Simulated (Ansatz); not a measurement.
Here is the system:

```yaml
crystal:
  lattice:
    - [3.18693, 0.00000, 0.06374]
    - [-1.59347, 2.75997, -0.03187]
    - [0.10305, 0.00000, 5.15257]
  atoms:
    - { symbol: Zn, position: [0.32925, 0.66626, 0.00189] }
    - { symbol: Zn, position: [0.66299, 0.33374, 0.50189] }
    - { symbol: O, position: [0.33746, 0.66715, 0.38011] }
    - { symbol: O, position: [0.67031, 0.33285, 0.88011] }
```

No spin polarisation.

The values are results of LDA in Ansatz (plane waves to 420 eV, PAW, scalar-relativistic without spin-orbit coupling), not measurements. Settings: 12×12×7 k-points, 0.05 eV Fermi–Dirac smearing.

Q: What is the computed pressure (mean of the normal stresses, compression positive)?

A: -0.6 kbar.

Q: What is the computed gap character?

A: Direct at Γ.

Q: What is the computed band gap?

A: 0.78 eV.

The cells carry an imposed strain or load. Whether these cells are dynamically stable was not tested. The cell was made from ZnO in the wurtzite structure (space group P6_3mc, No. 186) by this change: tensor shear ε_xz = +2.00 %.

Ansatz is a program for electronic structure.
